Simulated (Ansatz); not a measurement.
Results of PBEsol (PAW; Ansatz, an electronic-structure program) for rock-salt SmBi.

Numerical settings: plane-wave cutoff 520 eV, 16×16×16 k mesh, Fermi–Dirac smearing 0.05 eV, spin-polarised with parallel moments, scalar-relativistic PAW data made under PBE.

Cell (relaxed at this level):

```cif
data_BiSm
_chemical_formula_sum 'Sm1 Bi1'
_space_group_name_H-M_alt 'P 1'
_space_group_IT_number 1
_cell_length_a 4.55672
_cell_length_b 4.55672
_cell_length_c 4.55672
_cell_angle_alpha 60.000
_cell_angle_beta 60.000
_cell_angle_gamma 60.000
loop_
_space_group_symop_operation_xyz
  'x, y, z'
loop_
_atom_site_label
_atom_site_type_symbol
_atom_site_fract_x
_atom_site_fract_y
_atom_site_fract_z
_atom_site_occupancy
Sm1 Sm 0.00000 0.00000 0.00000 1
Bi1 Bi 0.50000 0.50000 0.50000 1
```
Starting moments (μB, in the order of the record's atoms Sm Bi): 5.0 0.0.

### Question
What does this level give for the bulk modulus B0?

### Answer

bulk modulus B0: 41.2 GPa

The run finds no gap.

Note: the magnetic order was assumed, not searched for or taken from measurement; the bulk modulus is −V dP/dV from two relaxed cells at ±2 % in volume; the 4f shell is treated without U or exact exchange, so its levels and filling can be wrong.

Spin–orbit coupling is not included; it can shift volumes and moduli of such heavy elements.

Computed values are for the static lattice.

Cost on a shared machine: about 110 core-seconds (a rough figure).
